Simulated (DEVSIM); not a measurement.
Structure: Co/La2O3/p-Si capacitor, at 300 K.

| layer (left to right) | material | thickness (nm) | Na (cm⁻³) |
|---|---|---|---|
| 1 | La2O3 | 6.80 | - |
| 2 | Si | 1400 | 1.8e17 |

Metal gate on the left, work function 5 eV. Fixed charge at the semiconductor interface 0 cm⁻² (in units of +e); no interface traps.

This is a model device: material constants are rounded textbook-type values typed into the input, and sizes, dopings and lifetimes were drawn at random. Values at 300 K; Nc and Nv go as T^1.5, mobilities as T to minus their exponent, the gap by Varshni's rule with the affinity fixed.

| parameter | La2O3 | Si |
|---|---|---|
| gap (eV) | 5.8 | 1.124 |
| affinity (eV) | 1.8 | 4.05 |
| permittivity | 27 | 11.7 |
| Nc (cm⁻³) | - | 2.86e19 |
| Nv (cm⁻³) | - | 3.1e19 |
| Varshni α (eV/K) | - | 0.000473 |
| Varshni β (K) | - | 636 |

Simulated with DEVSIM: 1D Poisson equation in equilibrium, Boltzmann statistics, complete ionisation; no quantum confinement or tunnelling. Metal contacts follow the ideal Schottky-Mott rule: no Fermi-level pinning, no interface dipoles.

Base results: capacitance of the dielectric stack (μF/cm²) 3.52; flat-band voltage (V) -0.04; threshold voltage (band bending 2φF) (V) 0.88; minimum of the low-frequency capacitance (μF/cm²) 0.141.

### Question
What follows from this one change: La2O3 thickness 0.0068 → 0.0027 μm?

### Answer
capacitance of the dielectric stack 3.52 → 8.85 μF/cm²; flat-band voltage little changed (-0.04 V); threshold voltage (band bending 2φF) 0.88 → 0.84 V; minimum of the low-frequency capacitance 0.141 → 0.145 μF/cm².

### Question
What follows from this one change: fixed charge 0 → 3.9e+12 cm^-2?

### Answer
capacitance of the dielectric stack little changed (3.52 μF/cm²); flat-band voltage -0.04 → -0.22 V; threshold voltage (band bending 2φF) 0.88 → 0.71 V; minimum of the low-frequency capacitance little changed (0.140 μF/cm²).

### Question
What follows from this one change: temperature 300 → 350 K?

### Answer
capacitance of the dielectric stack little changed (3.52 μF/cm²); flat-band voltage -0.04 → 0.00 V; threshold voltage (band bending 2φF) 0.88 → 0.85 V; minimum of the low-frequency capacitance 0.141 → 0.150 μF/cm².

### Question
What follows from this one change: gate work function 5 → 5.15 eV?

### Answer
capacitance of the dielectric stack little changed (3.52 μF/cm²); flat-band voltage -0.04 → 0.11 V; threshold voltage (band bending 2φF) 0.88 → 1.03 V; minimum of the low-frequency capacitance little changed (0.141 μF/cm²).
